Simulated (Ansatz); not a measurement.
## What biaxial strain +1.67 %, plane normal [111], relaxed out of plane does to Al

The parent structure is Al in the fcc (Cu type) structure (space group Fm-3m, No. 225; a = 3.9937 Å; relaxed with 0.1 eV smearing). Axes: x, y, z lie along the cube axes.

Modification: tensile biaxial strain of 1.67 % in the plane normal to [111], as in epitaxy on a mismatched substrate; the out-of-plane cell vector and the atoms relax.

Computed with Ansatz (a quantum-chemistry and plane-wave program) r2SCAN, without spin-orbit coupling. Γ-centred 28×28×28 mesh, Fermi–Dirac width 0.1 eV.

| quantity | base | changed | shift |
|---|---|---|---|
| volume per atom | 15.92 Å³ | 16.23 Å³ | +0.304 Å³ |
| space group | Fm-3m (No. 225) | R-3m (No. 166) | – |
| shortest interatomic distance | 282.4 pm | 281.3 pm | -1.1 pm |
| energy relative to the base (free energy F) | 0 meV/atom | +3.9 meV/atom | +3.9 meV/atom |
| pressure (mean of the normal stresses, compression positive) | 0.0 GPa | -1.5 GPa | -1.5 GPa |
| band gap | zero | zero | – |
| out-of-plane strain | – | -1.41 % | – |
| ratio −ε⊥/ε∥ | – | 0.84 | – |

Cost of the whole job for the changed cell (relaxation, final SCF and bands): very roughly 40 core-seconds.

Whether these cells are dynamically stable was not tested.
